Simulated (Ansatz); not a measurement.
An Ansatz (an electronic-structure program) run: BaZnBO3F with a change (biaxial strain +3.51 %, plane normal [001], relaxed out of plane); PBEsol/PAW in Ansatz, no spin-orbit coupling.

Input:

Ansatz 0.2 input:
```yaml
crystal:
  lattice:
    - [5.2140701397, 0, 0]
    - [2.6070350698, 4.5155171981, 0]
    - [0, 0, 4.1984844234]
  atoms:
    - { symbol: Ba, position: [0, 0, 0.5] }
    - { symbol: Zn, position: [0.6666666667, 0.6666666667, 0] }
    - { symbol: B, position: [0.3333333333, 0.3333333333, 0] }
    - { symbol: O, position: [0.6200594501, 0.3059353739, 0] }
    - { symbol: O, position: [0.0740051761, 0.6200594501, 0] }
    - { symbol: O, position: [0.3059353739, 0.0740051761, 0] }
    - { symbol: F, position: [0.6666666667, 0.6666666667, 0.5] }
basis: { ecutwfc: 420, ecutrho_ratio: 4, xc_grid: 2, fft_grid_basis: typed }
kpoints: { mp_grid: { grid: [8, 8, 8] } }
hamiltonian:
  xc: pbesol
  dispersion: none
  pseudopotentials: { kind: paw }
scf: { occupations: { method: fermi_dirac, width: 0.05 } }
relax: { f_tol: 0.005, max_steps: 50, cell: { stress_tol: 0.01, fix: [a, b, gamma] } }
output: { forces: true, stress: true }
checkpoint: { write: state.ck, write_every: 1000 }
```

Output (explanatory and most iteration lines left out):

```
Relaxation: its limit of steps is 50 (relax.max_steps)
Pseudopotential: Ba, paw, valence charge 10
Pseudopotential: Zn, paw, valence charge 12
Pseudopotential: B, paw, valence charge 3
Pseudopotential: O, paw, valence charge 6
Pseudopotential: F, paw, valence charge 7
Crystal: 7 atoms, lattice volume = 98.850 Å³
Basis set: ecut = 420 eV, 1929 PW (Γ), exchange–correlation on 72×72×60 points (8 copies of the dense FFT grid, shifted against one another)
Bands: 32, of which v1, the nominal top of the filled ones, is band 25 counted from 1 (24 counted from 0)
Symmetry: 6 space group operations
Space group: P-6 (ITA 174), of the structure as read, at distance tolerance 4.6e-5 Å
k-points: 60 of 512 (time reversal used)
Functional: x = pbesol(κ = 0.804, μ = 0.12345679012345678), c = pbesol(β = 0.046)
SCF iter   1: F=—  HF=-11786.812220 eV  |F-HF|=—  |Δ(HF+E_count)|=         —  Δρ=1.29e-2  dr2=1.24e-1  ethr=1.77e-3  ⟨swp⟩=10.0  Hψ=11213  notcnv=0  defer=24
SCF iter   2: F=—  HF=-11786.777229 eV  |F-HF|=—  |Δ(HF+E_count)|=   3.50e-2  Δρ=2.12e-3  dr2=3.01e-3  ethr=2.48e-4  ⟨swp⟩=2.9  Hψ=4098  notcnv=0  defer=134
SCF 1 converged in 7 iterations: F = -11786.777210 eV  dr2 = 6.93e-8
relax step   1: F+E_penalty+E_count = -11786.77720990 eV  Δ(F+E_penalty+E_count) = +0.000e0 eV  max|allowed force component| = 1.431e0 eV/Å  Δτ_max = 0.0000 Å  P = -7.360 GPa  Ω = 98.850 Å³  fix = [a, b, gamma]  reactions: a -10.459, b -10.459 GPa  (7 SCF iters, dr2 threshold 1.00e-7 eV, accepted)
[... steps on the carried basis left out ...]
relax step   8: F+E_penalty+E_count = -11786.88664319 eV  Δ(F+E_penalty+E_count) = -3.363e-4 eV  max|allowed force component| = 3.966e-4 eV/Å  Δτ_max = 0.0002 Å  P = -3.618 GPa  Ω = 97.583 Å³  energy of the carried Pulay correction = +3.068e-4 eV  fix = [a, b, gamma]  reactions: a -5.426, b -5.426 GPa  (5 SCF iters, dr2 threshold 3.26e-8 eV, accepted)
Crystal: 7 atoms, lattice volume = 97.583 Å³
SCF iter   1: F=—  HF=-11786.886320 eV  |F-HF|=—  |Δ(HF+E_count)|=         —  Δρ=1.11e-5  dr2=3.53e-8  ethr=1.32e-6  ⟨swp⟩=2.5  Hψ=15341  notcnv=0
SCF iter   2: F=—  HF=-11786.886329 eV  |F-HF|=—  |Δ(HF+E_count)|=   8.99e-6  Δρ=6.72e-6  dr2=2.22e-8  ethr=7.07e-11  ⟨swp⟩=3.0  Hψ=4822  notcnv=0
SCF 9 converged in 8 iterations: F = -11786.886329 eV  dr2 = 1.66e-12
SCF converged after 8 iterations
Free energy (F): -11786.886329 eV
Internal energy: -11786.886329 eV  (E = F + TS)
E sigma→0 (E₀):  -11786.886329 eV
Fermi energy:    7.734393 eV
--- Forces (eV/Å), atoms counted from 1 ---
  atom   1  Ba    -0.00000000     0.00000000     0.00000000
  atom   2  Zn     0.00000000     0.00000000    -0.00000000
  atom   3  B     -0.00000000    -0.00000000     0.00000000
  atom   4  O      0.00030130    -0.00013057     0.00000000
  atom   5  O     -0.00003758     0.00032622     0.00000000
  atom   6  O     -0.00026373    -0.00019565    -0.00000000
  atom   7  F      0.00000000    -0.00000000    -0.00000000
--- Stress (GPa, compression-positive) ---
       -5.426521      -0.000004      -0.000000
        0.000004      -5.426521      -0.000000
       -0.000000      -0.000000      -0.009095
  P = ⅓ Tr σ = -3.6207 GPa (-36.207 kbar)
--- Relaxed structure (7 steps of the walk, 7 accepted, 2 SCFs on fresh bases) ---
  cell:  # Å, volume = 97.5830 Å³
    - [5.21407013970342, 2.8867508126304704e-11, 2.4732549968532074e-18]
    - [2.60703506982671, 4.515517198111473, 1.2366274984147465e-18]
    - [1.9915195425382318e-18, 1.2824550518780793e-33, 4.144670383381943]
  atoms:
    - { symbol: Ba, position: [2.0204610428859013e-17, 2.0688633134736062e-17, 0.5000000000000001] }
    - { symbol: Zn, position: [0.6666666666666669, 0.6666666666666666, 9.62964972193618e-35] }
    - { symbol: B, position: [0.33333333333333337, 0.3333333333333333, 4.81482486096809e-35] }
    - { symbol: O, position: [0.6079157243197675, 0.3168664703139376, 3.0692428823170965e-19] }
    - { symbol: O, position: [0.07521780536629524, 0.6079157243197673, 2.2332691827548053e-19] }
    - { symbol: O, position: [0.31686647031393755, 0.07521780536629519, -5.302512065071902e-19] }
    - { symbol: F, position: [0.6666666666666669, 0.6666666666666666, 0.5000000000000001] }
```

No phonon test of stability was made. The cell was made from BaZnBO3F (space group P-6, No. 174) by this change: biaxial strain +3.51 %, plane normal [001], relaxed out of plane.
